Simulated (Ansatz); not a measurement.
Base system: Ge in the diamond structure (space group Fd-3m, No. 227; a = 5.674 Å).

Computed with r2SCAN in Ansatz (plane waves to 500 eV, PAW, scalar-relativistic without spin-orbit coupling).

Before the change:

| Property | Result |
|---|---|
| Density | 5.28 g/cm³ |

Now apply this change: cell and atoms relaxed at a pressure of 18 GPa.

Q: What does the calculation give for the hole mass after the change?

A: The hole mass (degenerate bands, along [100]) amounts to 0.080, 0.18, 0.18 mₑ (at Γ).

Q: Estimate the effect on the density.

A: The density grows by 0.98 g/cm³ (5.28 g/cm³ → 6.26 g/cm³).

The levels and masses belong to the bands next to the band gap. Load acts through the strain it causes; cell and atoms are relaxed under it. Masses are band curvatures over ±0.01 Å⁻¹ around the edge. Stability against distortions was not tested. Measured, Ge leaves this structure (for the β-tin structure) near 10.6 GPa (room temperature; as listed in arXiv:1906.07825).

Ansatz is a first-principles code.
